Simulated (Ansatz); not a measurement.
Worked example: self-consistent single point of NbP (I4_1md, 4 atoms in the cell) in Ansatz (a first-principles code).

Computed with LDA (PW92) with spin-orbit coupling, default PAW files made with PBE (plane waves; Ansatz).

```
CELL_PARAMETERS angstrom
     -1.67710     1.67710     5.74757
      1.67710    -1.67710     5.74757
      1.67710     1.67710    -5.74757
ATOMIC_POSITIONS crystal
  Nb 0.74988 0.74988 0.00000
  Nb 0.49988 0.99988 0.50000
  P  0.33275 0.33275 0.00000
  P  0.08275 0.58275 0.50000
```

Reference input (self-consistent single point, DFT, LDA (PW92), plane waves, default PAW files made with PBE): basis.ecutwfc = 420 eV; kpoints.mp_grid.grid = 14 14 14; kpoints.mp_grid.shift = 0.5 0.5 0.5; hamiltonian.xc = lda; hamiltonian.pseudopotentials = {kind: paw} (the program's default PAW files); scf.occupations.method = cold; scf.occupations.width = 0.1 eV. This run's input differs from it in these lines:

Ansatz 0.2 input:
```diff
@@ -18,2 +18,5 @@
   pseudopotentials: { kind: paw }
+magnetization:
+  noncollinear: true
+  spin_orbit: true
 scf:
```

The program printed (abridged):

```
SCF iter   1: F=—  HF=-10344.831403 eV  |F-HF|=—  |Δ(HF+E_count)|=         —  Δρ=7.01e-2  dr2=4.82e0  dr2_m=0.00e0 (ungated)  ethr=3.10e-3  |M|=0.00e0 ∫|m|=0.00e0 μB  |m|>n=0.0e0 m-floor=0.0e0 τ_xc=0.0e0  β_m=0.30  ⟨swp⟩=6.0  Hψ=51243  notcnv=0
all-band conjugate gradients solve this SCF's bands
preconditioner: auto → Kerker (q_TF=auto, 2.475 Å⁻¹)
spin=Noncollinear: Kerker preconditioning applied to the charge; magnetization (m_x, m_y, m_z) channels mix plain (no charge-response kernel on spin).
   [... lines left out ...]
SCF iter   7: F=—  HF=-10343.413530 eV  |F-HF|=—  |Δ(HF+E_count)|=   5.25e-7  S|Δr|=    0.00e0  Δρ=1.26e-5  dr2=1.40e-7  dr2_m=0.00e0 (ungated)  ethr=9.81e-9  |M|=0.00e0 ∫|m|=0.00e0 μB  |m|>n=0.0e0 m-floor=0.0e0 τ_xc=0.0e0  β_m=0.99  ⟨swp⟩=2.3  [...]
SCF iter   8: F=-10343.413530 eV  HF=-10343.413530 eV  |F-HF|=6.31e-10  |Δ(HF+E_count)|=   2.91e-8  S|Δr|=    0.00e0  Δρ=1.61e-6  dr2=1.62e-9  dr2_m=0.00e0 (ungated)  ethr=2.78e-10  |M|=0.00e0 ∫|m|=0.00e0 μB  |m|>n=0.0e0 m-floor=0.0e0 τ_xc=0.0e0  [...]
SCF 1 converged in 8 iterations: F = -10343.413530 eV  dr2 = 1.62e-9
Stability not checked (fill_not_monotonic)
Magnetization: |M| = 0.0000 μB,  M = (+0.0000, +0.0000, +0.0000) μB
Absolute magnetization: 0.0000 μB (∫|m|)
  site 0: m = (+0.0000, +0.0000, +0.0000) μB, |m| = 0.0000 μB  (R = 1.05 Å)
  site 1: m = (+0.0000, +0.0000, +0.0000) μB, |m| = 0.0000 μB  (R = 1.05 Å)
  site 2: m = (+0.0000, +0.0000, +0.0000) μB, |m| = 0.0000 μB  (R = 1.05 Å)
  site 3: m = (+0.0000, +0.0000, +0.0000) μB, |m| = 0.0000 μB  (R = 1.05 Å)
Free energy (F): -10343.413530 eV
Internal energy: -10343.413868 eV  (E = F + TS)
E sigma→0 (E₀):  -10343.413643 eV
   [... lines left out ...]
Fermi energy:    14.527247 eV
   [... lines left out ...]
  atom   4  P      0.00000000    -0.00000000    -0.01339087
--- Stress (GPa, compression-positive) ---
      -10.151991       0.000000      -0.000000
        0.000000     -10.151991      -0.000000
       -0.000000       0.000000      -9.766201
  P = ⅓ Tr σ = -10.0234 GPa (-100.234 kbar)
  The stress holds the Pulay correction. Without it, at fixed plane waves, as pw.x and ABINIT print it: P = -10.0579 GPa
```

The run converged in 8 iterations. Against the reference run the pressure moves little (-10.03 to -10.02 GPa) and the largest force hardly changes (0.014 to 0.013 eV/Å).

The starting cell comes from a database of computed structures (which also holds hypothetical and non-ambient phases and stackings), without a prior relaxation at this level. Its lattice was rescaled by a random factor within 2.5 % of one. With a pressure of about -10 GPa the cell is away from its equilibrium volume at this level. Ansatz's pressure includes its estimate of the finite-basis (Pulay) stress.

Cost on one core of a shared machine: roughly 3 min.
